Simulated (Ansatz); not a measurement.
Bond-angle distributions (per cent of the angles at each element, bins of 10°) of a relaxed model of amorphous B18Li24O39 at 1.94 g/cm³. Level of theory: PBE, scalar-relativistic without spin-orbit coupling (plane waves to 420 eV, PAW; Ansatz, a program for electronic structure).

Preparation: random packing, a CHGNet melt and quench, and a DFT relaxation. O atoms were pushed apart under 1.9 Å during the dynamics, to hinder bonds among them. The hot cell started wider than the set density and was brought back towards it in steps. It is the lowest in DFT energy of 2 quenches. It is a model cell: composition and starting density were chosen by hand, and all elements were melted together. No dispersion term was used. Its density started from a set value of 1.96 and ended at 1.94 g/cm³. The quench (nominally 260 K/ps over its main leg) was far faster than any real one, so the model tends to hold more defects than a real film. One small periodic cell is one sample of the glass; other quenches scatter about these values. Volume and shape were free in the relaxation.

Neighbours within B-B 1.97 Å, B-Li 2.35 Å, B-O 1.68 Å, Li-Li 2.86 Å, Li-O 2.52 Å, O-O 1.58 Å count as bonded. Two cations that share two anions don't count as bonded, nor two that share one unless they lie closer than B-B 1.80 Å, B-Li 2.29 Å, Li-Li 2.78 Å.

```
angle (°)  at B  at Li  at O
---------  ----  -----  ----
50-60         0      2     0
60-70         0      7     2
70-80         0      4     7
80-90         0      5    17
90-100        0     17    15
100-110       9     18    14
110-120      44     15    14
120-130      46     10    15
130-140       2      8     7
140-150       0      4     5
150-160       0      4     2
160-170       0      1     2
170-180       0      1     0
```

They go with these counts of neighbours within the cut-offs, cation contacts included: B mean 3.1, most often 3; Li mean 4.4, most often 4; O mean 3.8, most often 4.
